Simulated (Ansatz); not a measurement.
Take Ca in the fcc (Cu type) structure (space group Fm-3m, No. 225; relaxed with 0.1 eV smearing) as the base.

```xyz
1
Lattice="0.0000 2.7633 2.7633 2.7633 0.0000 2.7633 2.7633 2.7633 0.0000" Properties=species:S:1:pos:R:3 pbc="T T T"
Ca     0.0000     0.0000     0.0000
```

Calculations: DFT with PBE, PAW potentials and a 420 eV plane-wave cutoff in Ansatz (a first-principles code), no spin-orbit coupling.

For the base:

```
Quantity   Result
--------  -------
Pressure  0.0 GPa
Band gap     zero
```

Perturbation: the cell is scaled by 0.9876 in all directions; the atoms relax in the strained cell.

Question: How does this affect the pressure?

Answer: The pressure goes from zero to 0.7 GPa.

Question: How does this affect the energy relative to the base?

Answer: The energy goes up by 3.3 meV/atom.

Question: How does this affect the band gap?

Answer: The band gap stays zero.

No phonon test of stability was made.
